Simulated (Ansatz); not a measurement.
Reference: AlAs (F-43m), PBEsol with spin-orbit coupling, rigid bands (plane waves, PAW; Ansatz, a first-principles code); axes and stresses refer to this cell.

```xyz
2
Lattice="0.0000 2.8373 2.8373 2.8373 0.0000 2.8373 2.8373 2.8373 0.0000" Properties=species:S:1:pos:R:3 pbc="T T T"
Al     0.0000     0.0000     0.0000
As     4.2560     4.2560     4.2560
```

- band gap: 1.25 eV
- Seebeck coefficient, p-type 1e19 cm⁻³: 303 μV/K
- Seebeck coefficient, n-type 1e19 cm⁻³: -263 μV/K

Problem. After one change the values are band gap 1.02 eV; Seebeck coefficient, p-type 1e19 cm⁻³ 230 μV/K; Seebeck coefficient, n-type 1e19 cm⁻³ -186 μV/K. Which change was made?
(A) uniaxial stress along [110] of -1 GPa (compression positive)
(B) uniaxial stress zz = 2 GPa (compression positive)
(C) biaxial stress xx = yy = 2 GPa (compression positive)
(D) functional PBE, cell relaxed with it

Solution. B, uniaxial stress zz = 2 GPa (compression positive)

Seebeck coefficients are for the stated density at 300 K, with one relaxation time for all states and whether or not that doping can be reached. Stresses and pressures are the targets of the relaxation.  The structure type is held under load, also where the real crystal would transform.
